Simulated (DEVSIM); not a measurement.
Device: abrupt Si n-p junction, at 300 K.

Layer 1 from the left is Si, thickness (μm) 4.70, Nd (cm⁻³) 4.8e18, τn (s) 6.8e-6, τp (s) 6.8e-6. Layer 2 from the left is Si, thickness (μm) 160, Na (cm⁻³) 1.1e15, τn (s) 6.8e-6, τp (s) 6.8e-6.

Left contact: ohmic. Right contact: ohmic. Voltage is applied to the left contact. Recombination: SRH at mid-gap. Mobility is constant in doping.

The device is made up for the run: typed textbook-type constants, with dimensions and the other settings drawn at random. Values at 300 K.

Si: gap (eV) 1.124, affinity (eV) 4.05, permittivity 11.7, Nc (cm⁻³) 2.86e19, Nv (cm⁻³) 3.1e19, μn (cm²/Vs) 1417, μp (cm²/Vs) 470.

Question: Estimate by hand the built-in potential, the peak field at zero bias, the capacitance at 3 V, and compare with a numerical solution.

Answer: 
- Built-in potential: ni = √(Nc Nv) exp(−Eg/2kT) = 1.08e10 cm⁻³ with Eg = 1.124 eV; Vbi = kT/q ln(Na Nd/ni²) = 0.813 V; numerical 0.813 V.
- Peak field at zero bias: depletion approximation: W = √(2εVbi/(qN)) = 0.978 μm with N = 1.10e15 cm⁻³; field = 2Vbi/W = 16600 V/cm; numerical 120000 V/cm (estimate below by 86 %).
- Capacitance at 3 V: C = √(qεN / 2(Vbi + |V|)) = 4.89 nF/cm²; numerical 4.98 nF/cm² (estimate below by 1.8 %).

DEVSIM, 1D drift-diffusion, Boltzmann statistics, complete ionisation; no tunnelling, impact ionisation, image-force lowering or self-heating.
